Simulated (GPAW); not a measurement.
```yaml
crystal:
  lattice:
    - [5.19600, 0.00000, 0.00000]
    - [-2.59800, 4.49987, 0.00000]
    - [0.00000, 0.00000, 2.91100]
  atoms:
    - { symbol: Ta, position: [0.33333, 0.66667, 0.50000] }
    - { symbol: Ta, position: [0.66667, 0.33333, 0.50000] }
    - { symbol: Ta, position: [0.00000, 0.00000, 0.00000] }
    - { symbol: N, position: [0.39285, 0.00000, 0.00000] }
    - { symbol: N, position: [0.60715, 0.60715, 0.00000] }
    - { symbol: N, position: [0.00000, 0.39285, 0.00000] }
```

Method of the run: LDA (Perdew-Wang 92), GPAW PAW datasets LDA (gpaw-data 1.0.1) (plane waves; GPAW).

The set-up and first iterations of a GPAW log for TaN (P-62m, 6 atoms in the cell):

```
Input parameters:
  convergence: {forces: 0.001}
  kpts: [[-0.41666667 -0.41666667 -0.38888889],
         [-0.41666667 -0.41666667 -0.27777778],
         [-0.41666667 -0.41666667 -0.16666667],
         ...,
         [ 0.41666667  0.41666667  0.27777778],
         [ 0.41666667  0.41666667  0.38888889],
         [ 0.41666667  0.41666667  0.5       ]]
  maxiter: 100
  mode: {ecut: 950.0,
         name: pw}
  nbands: -10
  occupations: {name: methfessel-paxton,
                order: 0,
                width: 0.1}
  symmetry: {symmorphic: False,
             tolerance: 0.0005}

species:
  Ta:
    name: Tantalum
    Z: 73.0
    valence: 13
    core: 60
    charge: 0.0
    file: Ta.LDA.gz

    # Using partial waves for Ta as LCAO basis

  N:
    name: Nitrogen
    Z: 7.0
    valence: 5
    core: 2
    charge: 0.0
    file: N.LDA.gz

    # Using partial waves for N as LCAO basis

Reference energy: -1276179.582076  # eV

Spin-paired calculation

   [... lines left out ...]

Density mixing:
  Method: separate
  Backend: pulay
  Linear mixing parameter: 0.05
  old densities: 5
  Damping of long wavelength oscillations: 50

Hamiltonian:
  XC and Coulomb potentials evaluated on a 80*80*42 grid
  External potential:
    NoExternalPotential

Number of atoms: 6
Number of atomic orbitals: 51
Number of bands in calculation: 37
Number of valence electrons: 54
Bands to converge: occupied

Density initialized from atomic densities
  37 bands from LCAO basis set

Atomic positions and initial magnetic moments

Positions:
   0 Ta    -0.000003    2.999913    1.455500    ( 0.0000,  0.0000,  0.0000)
   1 Ta     2.598003    1.499955    1.455500    ( 0.0000,  0.0000,  0.0000)
   2 Ta     0.000000    0.000000    0.000000    ( 0.0000,  0.0000,  0.0000)
   3 N      2.041249    0.000000    0.000000    ( 0.0000,  0.0000,  0.0000)
   4 N      1.577376    2.732095    0.000000    ( 0.0000,  0.0000,  0.0000)
   5 N     -1.020624    1.767773    0.000000    ( 0.0000,  0.0000,  0.0000)

Unit cell:
           periodic     x           y           z      points  spacing
  1. axis:    yes    5.196000    0.000000    0.000000    40     0.1125
  2. axis:    yes   -2.598000    4.499868    0.000000    40     0.1125
  3. axis:    yes    0.000000    0.000000    2.911000    21     0.1386

  Lengths:   5.196000   5.196000   2.911000
  Angles:   90.000000  90.000000 120.000000

Effective grid spacing dv^(1/3) = 0.1265
     iter     time        total  log10-change:
                         energy   eigst   dens  force
iter:   1 --:--:--   -74.725147
iter:   2 --:--:--   -72.997407   -0.96  -0.97
iter:   3 --:--:--   -68.805752   -0.05  -1.03
iter:   4 --:--:--   -68.887319   -0.90  -1.43
iter:   5 --:--:--   -69.044008   -1.70  -1.53
iter:   6 --:--:--   -69.121592   -0.80  -1.72
iter:   7 --:--:--   -68.966787   -2.17  -1.83
iter:   8 --:--:--   -68.927630   -2.97  -2.07
iter:   9 --:--:--   -68.910785   -3.22  -2.22
iter:  10 --:--:--   -68.886538   -2.09  -2.31
iter:  11 --:--:--   -68.887616c  -2.94  -3.31
iter:  12 --:--:--   -68.887597c  -3.92  -3.20
iter:  13 --:--:--   -68.887600c  -4.72  -3.28
iter:  14 --:--:--   -68.887585c  -5.65  -3.29
iter:  15 --:--:--   -68.887564c  -5.92  -3.30
iter:  16 --:--:--   -68.887719c  -4.09  -3.37
iter:  17 --:--:--   -68.887545c  -4.78  -3.34
```

**Question.** How does the run end?

**Answer.** The run converged in 26 iterations. Its thresholds were met; that alone does not show that basis and mesh suffice. Warnings to mind: Note: your k-points are not as symmetric as your crystal!. It ends on: free energy E − TS (from the program's reference atoms) -68.8888 eV; Fermi level (on the code's own zero) 13.69 eV; largest force (vector length) 0.103 eV/Å. The log goes on:

```
iter:  18 --:--:--   -68.887544c  -5.82  -3.62
iter:  19 --:--:--   -68.887537c  -5.80  -3.81
iter:  20 --:--:--   -68.887537c  -6.80  -4.04c
iter:  21 --:--:--   -68.887541c  -5.96  -4.08c
iter:  22 --:--:--   -68.887535c  -5.83  -4.23c
iter:  23 --:--:--   -68.887535c  -7.41c -4.25c
iter:  24 --:--:--   -68.887536c  -6.49  -4.46c
iter:  25 --:--:--   -68.887535c  -7.53c -4.56c -2.70
iter:  26 --:--:--   -68.887535c  -8.15c -4.79c -4.53c
Converged after 26 iterations.

Dipole moment: (-0.000010, -0.000000, -0.000000) |e|*Ang

Energy contributions relative to reference atoms: (reference = -1276179.582076)

Kinetic:        +47.087850
Potential:      -52.528651
External:        +0.000000
XC:             -63.098205
Entropy (-ST):   -0.002534
Local:           -0.347262
SIC:             +0.000000
--------------------------
Free energy:    -68.888801
Extrapolated:   -68.887535

Showing only first 2 kpts
 Kpt  Band  Eigenvalues  Occupancy
  0    25     11.52045    2.00000
  0    26     12.47606    2.00000
  0    27     12.91632    2.00000
  0    28     14.36765    0.00000

  1    25     11.83544    2.00000
  1    26     11.95146    2.00000
  1    27     13.00637    2.00000
  1    28     14.96257    0.00000

Fermi level: 13.69361

No gap
No difference between direct/indirect transitions
Energy (eV): -68.887535

Forces in eV/Ang:
  0 Ta    0.00000   -0.00000    0.00000
  1 Ta    0.00000    0.00000    0.00000
  2 Ta    0.00000   -0.00000    0.00000
  3 N    -0.10251    0.00000    0.00000
  4 N     0.05126    0.08878    0.00000
  5 N     0.05126   -0.08878    0.00000

Stress tensor:
     0.065324    -0.000000     0.000000
    -0.000000     0.065324     0.000000
     0.000000     0.000000     0.078844
Stress (GPa, Voigt): [10.4661 10.4661 12.6323  0.      0.     -0.    ]
```

For comparison: a first run was changed to give this one (kpts: 5 5 8 → 6 6 9), and from it to this one the free energy drops by 2.1 meV/atom and the largest force goes from 0.068 to 0.103 eV/Å.

The starting cell comes from a database of published, mostly measured structures (it also holds non-ambient and calculated ones), without a prior relaxation at this level. Spin-orbit coupling is off. Spin polarisation is off.

The run was DFT LDA (Perdew-Wang 92), plane waves, GPAW PAW datasets LDA (gpaw-data 1.0.1). Main settings of its input:

```
setting                          value
-------------------  -----------------
mode                                pw
ecut                            950 eV
xc                                 LDA
kpts                             6 6 9
mesh shift (steps)         0.5 0.5 0.5
occupations.name     methfessel-paxton
occupations.width               0.1 eV
occupations.order                    0
nbands                             -10
convergence.forces          0.001 eV/Å
symmetry.symmorphic              false
symmetry.tolerance              0.0005
```
